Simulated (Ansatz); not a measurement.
**PbS: S interstitial (started 2.56 Å from the nearest host atom)**

Base system: a 24-atom supercell of PbS in the rock salt structure (space group Fm-3m, No. 225; a = 5.903 Å) at its relaxed geometry.

It is then changed as follows: one S atom is added in an open site, starting 2.56 Å from the nearest host atom, atoms relaxed at fixed cell, starting from a slightly rattled geometry.

Calculations: PBEsol (Ansatz, a quantum-chemistry and plane-wave program; PAW; 420 eV plane waves; no SOC). Settings: 4×3×4 k-points, 0.01 eV Fermi–Dirac smearing.

```csv
quantity,base,changed,shift
pressure,0.0 GPa,3.1 GPa,+3.1 GPa
gap of the supercell,0.19 eV,0.07 eV,-0.12 eV
total moment of the cell,–,0.0 μB,–
largest displacement of a host atom from its site in the perfect cell,–,1.02 Å,–
final site of the added atom,–,1 S at 2.03 Å and 3 Pb at 2.72–2.74 Å (tetrahedral),–
```

The magnetic state is the one reached from the starting moments; the real material's order can differ, and small cells can't hold many antiferromagnetic ones. In so small a cell the defect repeats every few ångströms: this is an ordered compound, not a dilute defect. With Pb present, leaving out spin-orbit coupling can change the band edges. Starting moments died away, wholly or in part, for S interstitial (started 2.56 Å from the nearest host atom); another magnetic solution may exist. The defect cell is spin-polarised and ends with 0.0 μB. The zero or small gap of PbS can change with the level of theory.
